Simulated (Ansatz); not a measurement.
# TiAl, response to strain

Take TiAl (space group P4/mmm, No. 123; a = 2.8241 Å, c = 4.0748 Å; relaxed with 0.1 eV smearing) as the base. Axes: x, y, z lie along a, b, c of the conventional cell.

Strains are applied to the cell and any free atomic positions relax.

Computed with PBE (Ansatz, an electronic-structure program, PAW, no spin-orbit coupling).

Notes on the quantities. energy relative to the base: free energy F.

```json
[
 {"uniaxial strain ε_zz (%)": "-3", "energy relative to the base (meV/atom)": "7.8"},
 {"uniaxial strain ε_zz (%)": "-2.5", "energy relative to the base (meV/atom)": "?"},
 {"uniaxial strain ε_zz (%)": "-2", "energy relative to the base (meV/atom)": "3.5"},
 {"uniaxial strain ε_zz (%)": "-1.5", "energy relative to the base (meV/atom)": "2.0"},
 {"uniaxial strain ε_zz (%)": "-1", "energy relative to the base (meV/atom)": "0.9"},
 {"uniaxial strain ε_zz (%)": "-0.5", "energy relative to the base (meV/atom)": "0.2"},
 {"uniaxial strain ε_zz (%)": "0", "energy relative to the base (meV/atom)": "0.0"}
]
```

Problem. Fit ΔE = Aε² + Bε³ (ε in %) to the rows shown and predict the withheld row.

Solution. Least squares on the printed values gives A = 0.901 and B = 0.011 meV/atom (largest residual 0.0 meV/atom); this predicts 5.5 meV/atom, and the run gives 5.4 meV/atom, in agreement.

Stability against distortions was not tested. All final runs are without spin polarisation.
